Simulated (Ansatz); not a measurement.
## Response to strain in ScAl3

The parent structure is ScAl₃ in the Cu3Au type structure (space group Pm-3m, No. 221; relaxed with 0.1 eV smearing).

Space group Pm-3m (No. 221); a = b = c = 4.072 Å, α = β = γ = 90.00°

```csv
atom,site,symmetry,x,y,z
Sc,1a,m-3m,0.0000,0.0000,0.0000
Al,3c,4/mm.m,0.0000,0.5000,0.5000
```

Strains are applied to the cell and any free atomic positions relax.

The values are results of PBEsol in Ansatz (plane waves to 420 eV, PAW, no spin-orbit coupling), not measurements.

```csv
isotropic strain (%),pressure (GPa)
-3,10.0
-2.4,?
-1.8,5.6
-1.2,3.6
-0.6,1.7
0,0.0
```

Task: Fit P = P₀ − Bδ + Cδ² with δ = (1 + ε)³ − 1 to the rows shown and predict the withheld row.

Result: Least squares on the printed values gives P₀ = 0.0 GPa, B = 91.9 GPa, C = 260 GPa (largest residual 0.0 GPa); this predicts 7.7 GPa, and the run gives 7.7 GPa, in agreement.

Whether these cells are dynamically stable was not tested. All final runs are without spin polarisation.

Ansatz is a program for electronic structure.
